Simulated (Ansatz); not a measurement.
Input and output of a relaxation of cell and atoms for F₂ (C2/c, 4 atoms in the cell) (Ansatz, a first-principles code).

Level of theory: PBEsol, default PAW files made with PBE (plane waves; Ansatz).

The change in words: atoms on their sites; basis.ecutwfc: 30.9 Ry → 21.7 Ry; relax: default → cell and atoms. Reference geometry:
```
F2
1.0
    2.56910    -1.59194     0.00000
    2.56910     1.59194     0.00000
   -0.56492     0.00000     6.63070
F
4
Direct
  0.59666   0.91616   0.60550
  0.40417   0.08467   0.40204
  0.08467   0.40417   0.90204
  0.91533   0.59583   0.09796
```

Reference input (self-consistent single point, DFT, PBEsol, plane waves, default PAW files made with PBE): basis.ecutwfc = 30.9 Ry; kpoints.mp_grid.grid = 8 8 3; hamiltonian.xc = pbesol; hamiltonian.pseudopotentials = {kind: paw} (the program's default PAW files); scf.occupations.method = fermi_dirac; scf.occupations.width = 0.0007 Ry. This run's input differs from it in these lines:

Ansatz 0.2 input:
```diff
@@ -6,3 +6,3 @@
   atoms:
-    - { symbol: F, position_ang: [3.544524, 0.508626, 4.014894] }
+    - { symbol: F, position_ang: [3.544525, 0.508626, 3.964892] }
     - { symbol: F, position_ang: [1.028759, -0.508626, 2.665805] }
@@ -11,3 +11,3 @@
 basis:
-  ecutwfc: 30.9 Ry
+  ecutwfc: 21.7 Ry
 kpoints:
@@ -19,2 +19,4 @@
   occupations: { method: fermi_dirac, width: 0.0007 Ry }
+relax:
+  cell: {}
 output:
```

The program printed (abridged):

```
   [... SCF lines of the steps left out ...]
relax step   1: F+E_penalty+E_count = -3187.41431801 eV  Δ(F+E_penalty+E_count) = +0.000e0 eV  max|allowed force component| = 2.292e-1 eV/Å  Δτ_max = 0.0000 Å  P = +0.928 GPa  Ω = 54.237 Å³  (6 SCF iters, dr2 threshold 1.00e-7 eV, accepted)
relax step   2: F+E_penalty+E_count = -3187.30091833 eV  Δ(F+E_penalty+E_count) = +1.134e-1 eV  max|allowed force component| = 1.979e-1 eV/Å  Δτ_max = 0.0337 Å  P = -0.311 GPa  Ω = 54.763 Å³  energy of the carried Pulay correction = -1.881e-1 eV  (6 [...]
   [... lines left out ...]
relax step 119: F+E_penalty+E_count = -3187.34611760 eV  Δ(F+E_penalty+E_count) = -4.246e-2 eV  max|allowed force component| = 6.214e-1 eV/Å  Δτ_max = 0.1000 Å  P = -0.967 GPa  Ω = 58.994 Å³  energy of the carried Pulay correction = -1.902e-1 eV  (6 [...]
relax step 120: F+E_penalty+E_count = -3187.22112836 eV  Δ(F+E_penalty+E_count) = +1.250e-1 eV  max|allowed force component| = 1.561e0 eV/Å  Δτ_max = 0.1464 Å  P = -3.279 GPa  Ω = 59.014 Å³  energy of the carried Pulay correction = -3.027e-1 eV  (8 [...]
Step failed. What follows is not a result of the run: it is the report of the last solve that finished, which converged after 8 SCF iterations.
Free energy (F): -3187.221128 eV
Internal energy: -3187.221128 eV  (E = F + TS)
E sigma→0 (E₀):  -3187.221128 eV
Fermi energy:    -2.210717 eV
--- Forces (eV/Å), atoms counted from 1 ---
   [... lines left out ...]
Error: variable-cell relaxation did not converge after 120 `relax_step` rows, as none of its last 8 fresh-basis SCF(s) at a relaxed cell met both thresholds with a finite energy. The last misses `relax.f_tol` and `relax.cell.stress_tol`: largest allowed force component 3.39e-1 eV/Å (`relax.f_tol` 1.00e-2 eV/Å), stress off the target on the free part of the cell 2.31e0 GPa (`relax.cell.stress_tol` 5.00e-2 GPa), F+E_penalty+E_count -3187.34229788 eV. The closest is row 34, whose structure comes with this error. Larger ratio of force or stress to its threshold at each such SCF whose figures are numbers: 80.620, 47.845, 42.578, 51.652, 72.030, 59.763, 73.578, 46.212. The dense FFT [...]
   [... lines left out ...]
to start a new deck from the relaxed geometry:
  cell:  # Å, volume = 55.2993 Å³
    - [2.5599126817746747, -1.5718409211798854, -0.04139607975848358]
    - [2.5599126817746747, 1.5718409211798854, -0.04139607975848359]
    - [-0.6697401403503975, -1.8647938638494668e-17, 6.8823992948821475]
  atoms:
    - { symbol: F, position: [0.4821386153639852, 0.9768000595430895, 0.5992482088409505] }
    - { symbol: F, position: [0.5178613846360148, 0.023199940456910498, 0.40075179115904946] }
    - { symbol: F, position: [0.023199940456910484, 0.5178613846360148, 0.9007517911590494] }
    - { symbol: F, position: [0.9768000595430896, 0.4821386153639854, 0.09924820884095074] }
```

The relaxation ended unconverged. 

The starting cell comes from a database of computed structures (which also holds hypothetical and non-ambient phases and stackings), without a prior relaxation at this level. Its lattice was rescaled by up to half a per cent. The cutoff lies below the one recommended for these files.

Cost on one core of a shared machine: roughly 3 min.
